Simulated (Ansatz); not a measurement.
The reference is GaAs in the zinc blende structure (space group F-43m, No. 216).

```
CELL_PARAMETERS angstrom
      0.00000     2.82951     2.82951
      2.82951     0.00000     2.82951
      2.82951     2.82951     0.00000
ATOMIC_POSITIONS crystal
  As 0.75000 0.75000 0.75000
  Ga 0.00000 0.00000 0.00000
```

Levels (all Ansatz, a quantum-chemistry and plane-wave program, PAW): PBEsol (420 eV, no SOC); HSE06 (420 eV, no spin-orbit coupling).

Its gap is 0.42 eV with PBEsol and 1.40 eV with HSE06.

The change: full substitution As → P, then cell and atoms are relaxed.

With PBEsol the gap becomes 1.45 eV.

**Question.** If the HSE06 correction stayed the same, what would the HSE06 gap be, and what does the HSE06 run give?

**Answer.** A rigid correction of +0.98 eV gives 2.43 eV. The HSE06 run gives 2.24 eV, so the correction itself changes by -0.19 eV.

Single points use the geometry relaxed with PBEsol. HSE06 was sampled on its mesh, a few special points and the semilocal edge points, so its gap is an upper bound. Whether these cells are dynamically stable was not tested.
